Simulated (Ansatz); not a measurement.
The parent structure is Pb in the fcc (Cu type) structure (space group Fm-3m, No. 225; relaxed with 0.1 eV smearing).

```
Pb
1.0
    0.00000     2.46707     2.46707
    2.46707     0.00000     2.46707
    2.46707     2.46707     0.00000
Pb
1
Direct
  0.00000   0.00000   0.00000
```

Cartesian axes are those of the cell as printed.

Computed with Kohn–Sham DFT with the PBEsol functional, run in Ansatz (a first-principles code) with PAW and 420 eV plane waves, no SOC.

For the base:

```
Property    Value
--------  -------
Pressure  0.0 GPa
```

Now apply this change: tensile biaxial strain of 1.00 % in the plane normal to [001], as in epitaxy on a mismatched substrate; the out-of-plane cell vector and the atoms relax.

**Question.** How does this affect the pressure?

**Answer.** The pressure (mean of the normal stresses, compression positive) goes from zero to -0.2 GPa.

**Question.** What happens to the out-of-plane strain?

**Answer.** The out-of-plane strain comes out as -1.50 %.

**Question.** Predict the new energy relative to the base.

**Answer.** The energy rises by 0.7 meV/atom.

No phonon test of stability was made.
